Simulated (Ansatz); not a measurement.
Start from BN in the zinc blende structure (space group F-43m, No. 216; a = 3.5805 Å). Axes: x, y, z lie along the cube axes.

The values are results of Ansatz (an electronic-structure program) LDA, no spin-orbit coupling, not measurements.

Strains are applied to the cell and any free atomic positions relax; under biaxial strain the out-of-plane vector relaxes too.

One change was made to it. Results:

```csv
quantity,base,after
volume per atom,5.74 Å³,5.92 Å³
"valence-band top at Γ (three highest levels, from the VBM)","0.00, 0.00, 0.00 eV","0.00, -0.09, -0.09 eV"
```

### Question
Which of these changes matches the shifts?
A) biaxial strain +0.83 %, plane normal [111], relaxed out of plane
B) biaxial strain −2.08 %, plane normal [111], relaxed out of plane
C) biaxial strain +1.67 %, plane normal [111], relaxed out of plane
D) biaxial strain −0.83 %, plane normal [111], relaxed out of plane
E) biaxial strain −2.50 %, plane normal [111], relaxed out of plane

### Answer
C, biaxial strain +1.67 %, plane normal [111], relaxed out of plane. For comparison, the valence-band top at Γ in the other runs: biaxial strain −2.50 %, plane normal [111], relaxed out of plane gives 0.00, 0.00, -0.25 eV; biaxial strain +0.83 %, plane normal [111], relaxed out of plane gives 0.00, -0.05, -0.05 eV; biaxial strain −2.08 %, plane normal [111], relaxed out of plane gives 0.00, 0.00, -0.20 eV; biaxial strain −0.83 %, plane normal [111], relaxed out of plane gives 0.00, 0.00, -0.07 eV.

The levels and masses belong to the bands next to the band gap. Whether these cells are dynamically stable was not tested.
